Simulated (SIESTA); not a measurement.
## A self-consistent single point of TcNi (P-6m2, 2 atoms in the cell) with SIESTA

Method: SIESTA with GGA PBEsol, numerical atomic orbitals DZP, PseudoDojo PBEsol standard norm-conserving potentials (rewritten from UPF to PSML).

The input file:

```
# files in the folder: Ni.psml Tc.psml (PseudoDojo PBEsol standard)
SystemName  TcNi
SystemLabel tcni

NumberOfAtoms                2
NumberOfSpecies              2
%block ChemicalSpeciesLabel
  1 28 Ni
  2 43 Tc
%endblock ChemicalSpeciesLabel
LatticeConstant              1.0 Ang
%block LatticeVectors
     2.654160000    0.000000000    0.000000000
    -1.327080000    2.298570000    0.000000000
     0.000000000    0.000000000    4.200920000
%endblock LatticeVectors
AtomicCoordinatesFormat      Ang
%block AtomicCoordinatesAndAtomicSpecies
     0.000000000    0.000000000    2.100460000  1
     1.327081327    0.766189234    0.000000000  2
%endblock AtomicCoordinatesAndAtomicSpecies

XC.functional                GGA
XC.authors                   PBEsol
PAO.BasisSize                DZP
PAO.EnergyShift              0.01 Ry
MeshCutoff                   300 Ry
%block kgrid.MonkhorstPack
   14   0   0  0.0
    0  14   0  0.0
    0   0   8  0.0
%endblock kgrid.MonkhorstPack
OccupationFunction           MP
OccupationMPOrder            0
ElectronicTemperature        0.2 eV

MaxSCFIterations             150
SCF.Mixer.Method             Pulay
SCF.Mixer.Weight             0.25
SCF.Mixer.History            6
SCF.DM.Tolerance             1.0E-05
Diag.ParallelOverK           true
WriteForces                  true
```

Output (repeated stretches shortened):

```
reinit: Reading from file input.fdf

reinit: System Name: TcNi
reinit: System Label: tcni

coor:   Atomic-coordinates input format  =     Cartesian coordinates
coor:                                          (in Angstroms)

siesta: Atomic coordinates (Bohr) and species
siesta:      0.00000   0.00000   3.96929  1        1
siesta:      2.50782   1.44789   0.00000  2        2

siesta: System type = bulk

initatomlists: Number of atoms, orbitals, and projectors:      2    38    36

siesta: ******************** Simulation parameters ****************************
redata: Spin configuration                          = none
redata: Time-Reversal Symmetry                      = T
redata: Number of Atomic Species                    =        2
redata: Mesh Cutoff                                 =   300.0000 Ry
redata: Net charge of the system                    =     0.0000 |e|
redata: Min. number of SCF Iter                     =        0
redata: Max. number of SCF Iter                     =      150
redata: SCF convergence failure will abort job
redata: SCF mix quantity                            = Hamiltonian
redata: Mix DM or H after convergence               =   F
redata: Recompute H after scf cycle                 =   F
redata: Mix DM in first SCF step                    =   T
redata: No kicks to SCF
redata: DM Mixing Weight for Kicks                  =     0.5000
redata: Require Harris convergence for SCF          =   F
redata: Harris energy tolerance for SCF             =     0.000100 eV
redata: Require DM convergence for SCF              =   T
redata: DM tolerance for SCF                        =     0.000010
redata: Require EDM convergence for SCF             =   F
redata: EDM tolerance for SCF                       =     0.001000 eV
redata: Require H convergence for SCF               =   T
redata: Hamiltonian tolerance for SCF               =     0.001000 eV
redata: Require (free) Energy convergence for SCF   =   F
redata: (free) Energy tolerance for SCF             =     0.000100 eV
redata: Using DFT-D3 dispersion                     =   F
redata: Using Saved Data (generic)                  =   F
redata: Method of Calculation                       = Diagonalization
redata: Electronic Temperature                      =  2320.9036 K
redata: Number of TDED substeps                     =        3
redata: Dynamics option                             = Single-point calculation
redata: Save all siesta data in one NC              =   F
redata: ***********************************************************************

%block SCF.Mixers
  Pulay
%endblock SCF.Mixers

%block SCF.Mixer.Pulay
  # Mixing method
  method pulay
  variant stable

  # Mixing options
  weight 0.2500
  weight.linear 0.2500
  history 6
%endblock SCF.Mixer.Pulay

DM_history_depth set to one: no extrapolation allowed by default for geometry relaxation
Size of DM history Fstack: 1
Total number of electrons:    33.000000
Total ionic charge:    33.000000

* ProcessorY, Blocksize:    1  39

* Orbital distribution balance (max,min):    38    38

k-point displ. along   1 input, could be:     0.00    0.50
k-point displ. along   2 input, could be:     0.00    0.50
k-point displ. along   3 input, could be:     0.00    0.50
 Kpoints in:          896 . Kpoints trimmed:          851

siesta: k-grid: Number of k-points = 851
siesta: k-points from Monkhorst-Pack grid
siesta: k-cutoff (effective) =    16.804 Ang
siesta: k-point supercell and displacements
siesta: k-grid:    14     0     0      0.000
siesta: k-grid:     0    14     0      0.000
siesta: k-grid:     0     0     8      0.000

diag: Algorithm                                     = D&C
diag: Parallel over k                               =   F
diag: Use parallel 2D distribution                  =   F
diag: Parallel block-size                           = 39
diag: Parallel distribution                         =     1 x     1
diag: Used triangular part                          = Lower
diag: Absolute tolerance                            =  0.100E-15
diag: Orthogonalization factor                      =  0.100E-05
diag: Memory factor                                 =  1.0000

superc: Internal auxiliary supercell:     7 x     7 x     5  =     245
superc: Number of atoms, orbitals, and projectors:    490   9310   8820

                        Single-point calculation

superc: Internal auxiliary supercell:     7 x     7 x     5  =     245
superc: Number of atoms, orbitals, and projectors:    490   9310   8820

outcell: Unit cell vectors (Ang):
        2.654160    0.000000    0.000000
       -1.327080    2.298570    0.000000
        0.000000    0.000000    4.200920

outcell: Cell vector modules (Ang)   :    2.654160    2.654160    4.200920
outcell: Cell angles (23,13,12) (deg):     90.0000     90.0000    120.0000
outcell: Cell volume (Ang**3)        :     25.6289
new_DM -- step:     1
Initializing Density Matrix...

Attempting to read DM from file... Failed...
DM filled with atomic data:

InitMesh: MESH = 24 x 24 x 48 = 27648
InitMesh: Mesh cutoff (required, used) =   300.000   301.307 Ry

stepf: Methfessel-Paxton step function
       Using Hermite-Gauss polynomials of order  0

        iscf     Eharris(eV)        E_KS(eV)     FreeEng(eV)     dDmax    Ef(eV) dHmax(eV)
   scf:    1    -6669.505693    -6805.246635    -6805.303336  1.228932 -2.177786 51.995973
   scf:    2    -6561.364759    -6799.253719    -6799.291695  1.677059 -3.005036 50.010789
   scf:    3    -6888.870931    -6851.794755    -6851.832174  1.046602 -4.450933 22.864813
   scf:    4    -6622.445225    -6803.953796    -6804.020692  0.985519 -3.559454 47.790008
   scf:    5    -6769.093705    -6852.542972    -6852.581188  1.013747 -4.792422 23.867446
   scf:    6    -6872.743657    -6864.808378    -6864.847763  0.172836 -4.901354 10.082217
   [... 14 lines left out ...]
   scf:   21    -6867.699980    -6867.699975    -6867.756668  0.000067 -4.871701  0.001551
   scf:   22    -6867.699971    -6867.699973    -6867.756668  0.000021 -4.871682  0.000152
   scf:   23    -6867.699973    -6867.699973    -6867.756668  0.000017 -4.871679  0.000049
   scf:   24    -6867.699973    -6867.699973    -6867.756668  0.000014 -4.871674  0.000038
   scf:   25    -6867.699973    -6867.699973    -6867.756668  0.000002 -4.871673  0.000020

SCF Convergence by DM+H criterion
max |DM_out - DM_in|         :     0.0000016548
max |H_out - H_in|      (eV) :     0.0000204537
SCF cycle converged after 25 iterations

Using DM_out to compute the final energy and forces

siesta: E_KS(eV) =            -6867.7000

siesta: E_KS - E_eggbox =     -6867.7000

siesta: Atomic forces (eV/Ang):
     1   -0.000104    0.000060   -0.000000
     2    0.000114   -0.000066    0.000000
   Tot    0.000011   -0.000006   -0.000000
   Max    0.000114
   Res    0.000073    sqrt( Sum f_i^2 / 3N )
   Max    0.000114    constrained

Stress tensor Voigt[x,y,z,yz,xz,xy] (kbar):      125.83      126.28      103.34        0.00       -0.00        0.40
(Free)E + p*V (eV/cell)    -6869.6520
Target enthalpy (eV/cell)    -6867.7567

siesta: Program's energy decomposition (eV):
siesta: Ebs     =     -1160.452308
siesta: Eions   =      9828.165523
siesta: Ena     =      1405.471016
siesta: Ekin    =      2886.873931
siesta: Enl     =      -448.154008
siesta: Eso     =         0.000000
siesta: Edftu   =         0.000000
siesta: DEna    =        59.841530
siesta: DUscf   =         1.310232
siesta: DUext   =         0.000000
siesta: Ex      =      -884.742982
siesta: Ec      =       -60.134169
siesta: Exc     =      -944.877151
siesta: Eharris =     -6867.699973
siesta: Etot    =     -6867.699973
siesta: FreeEng =     -6867.756668

siesta: Stress tensor (static) (eV/Ang**3):
siesta:     0.078534    0.000247    0.000000
siesta:     0.000247    0.078819    0.000000
siesta:    -0.000000    0.000000    0.064500

siesta: Cell volume =         25.628857 Ang**3

siesta: Pressure (static):
siesta:                Solid            Molecule  Units
siesta:          -0.00080543         -0.00080544  Ry/Bohr**3
siesta:          -0.07395115         -0.07395240  eV/Ang**3
siesta:        -118.48279884       -118.48480767  kBar
```

The run converged in 25 iterations.

The starting cell comes from a database of computed structures (which also holds hypothetical and non-ambient phases and stackings), without a prior relaxation at this level. Spin polarisation is off. Values carry the incompleteness of an atom-centred basis. With a pressure of about -12 GPa the cell is away from its equilibrium volume at this level.

Cost on one core of a shared machine: roughly 2 min.
